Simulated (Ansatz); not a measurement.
Zinc-blende BeS was calculated with r²SCAN+rVV10 (Ansatz, a first-principles code, PAW).

The input as run:

Ansatz 0.2 input:
```yaml
crystal:
  lattice:
    - [0.0, 2.4450931336, 2.4450931336]
    - [2.4450931336, 0.0, 2.4450931336]
    - [2.4450931336, 2.4450931336, 0.0]
  atoms:
    - { symbol: Be, position: [0.0, 0.0, 0.0] }
    - { symbol: S, position: [0.25, 0.25, 0.25] }
basis:
  ecutwfc: 560
  ecutrho_ratio: 4
  xc_grid: 3
kpoints:
  mp_grid: { grid: [12, 12, 12] }
hamiltonian:
  xc: r2scan
  dispersion: rvv10
  pseudopotentials: { kind: paw }
scf:
  occupations: { method: fermi_dirac, width: 0.01 }
  convergence: { dr2_threshold: 0.0000000002 }
output:
  forces: true
  stress: true
  eigenvalues: true
```

Q: How many irreducible k-points, plane waves at Γ does the program set up, and what pressure does the run end with?

A: 72 irreducible k-points, 893 plane waves at Γ; P = -1.88 GPa, so the cell is stretched on average and its volume would shrink at this level.

Excerpt of the program's output:

```
Crystal: 2 atoms, lattice volume = 29.236 Å³
Basis set: ecut = 560 eV, 893 PW (Γ), exchange–correlation on 81×81×81 points (27 copies of the dense FFT grid, shifted against one another)
Bands: 8, of which v1, the nominal top of the filled ones, is band 4 counted from 1 (3 counted from 0)
Symmetry: 24 space group operations
Space group: F-43m (ITA 216), of the structure as read, at distance tolerance 3.1e-5 Å
k-points: 72 of 1728 (time reversal used)
Functional: x = r2scan, c = r2scan + rvv10(b = 11.95, C = 0.0093); τ floored in thin density (d = 2e-4 eV/Å³)
SCF iter   1: F=—  HF=-1000.884126 eV  |F-HF|=—  |Δ(HF+E_count)|=         —  Δρ=4.72e-3  dr2=5.36e-3  dr2_τ=2.71e-2
SCF iter   2: F=—  HF=-1000.954988 eV  |F-HF|=—  |Δ(HF+E_count)|=   7.09e-2  Δρ=2.99e-3  dr2=2.16e-3  dr2_τ=3.53e-5
  ...
SCF iter   7: F=—  HF=-1000.955412 eV  |F-HF|=—  |Δ(HF+E_count)|=   5.22e-9  Δρ=2.22e-6  dr2=1.69e-9  dr2_τ=2.44e-11
SCF iter   8: F=-1000.955412 eV  HF=-1000.955412 eV  |F-HF|=2.01e-11  |Δ(HF+E_count)|=  9.98e-10  Δρ=5.52e-7  dr2=1.15e-10  dr2_τ=2.56e-12
SCF 1 converged in 8 iterations: F = -1000.955412 eV  dr2 = 1.15e-10
SCF converged after 8 iterations
Free energy (F): -1000.955412 eV
Internal energy: -1000.955412 eV  (E = F + TS)
E sigma→0 (E₀):  -1000.955412 eV
Fermi energy:    6.629531 eV
--- Stress (GPa, compression-positive) ---
       -1.883167       0.000000      -0.000000
        0.000000      -1.883167       0.000000
        0.000000       0.000000      -1.883167
  P = ⅓ Tr σ = -1.8832 GPa (-18.832 kbar)
```

The cell is one volume of an energy–volume scan, off the minimum.

The PAW data were made under PBE.

The result took around 6 core-seconds (rough).
